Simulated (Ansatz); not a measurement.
Base system: CdSe in the zinc blende structure (space group F-43m, No. 216; a = 6.0816 Å).

Calculations: PBEsol (Ansatz, a first-principles code), without spin-orbit coupling.

Strains are applied to the cell and any free atomic positions relax.

One change was made to it. Results:

| quantity | base | after |
|---|---|---|
| pressure | 0.0 kbar | -14.5 kbar |
| electron mass | 0.049 mₑ (at Γ) | 0.044 mₑ (at Γ) |
| band gap | 0.48 eV | 0.42 eV |

### Question
Name the change that was made.
A. isotropic strain +3.00 %
B. isotropic strain −0.50 %
C. isotropic strain −3.00 %
D. isotropic strain −2.00 %
E. isotropic strain +1.00 %

### Answer
E, isotropic strain +1.00 %. For comparison, the band gap in the other runs: isotropic strain −3.00 % gives 0.66 eV; isotropic strain −0.50 % gives 0.51 eV; isotropic strain +3.00 % gives 0.31 eV; isotropic strain −2.00 % gives 0.60 eV.

Effective masses come from finite differences of ±0.01 Å⁻¹. No phonon test of stability was made.
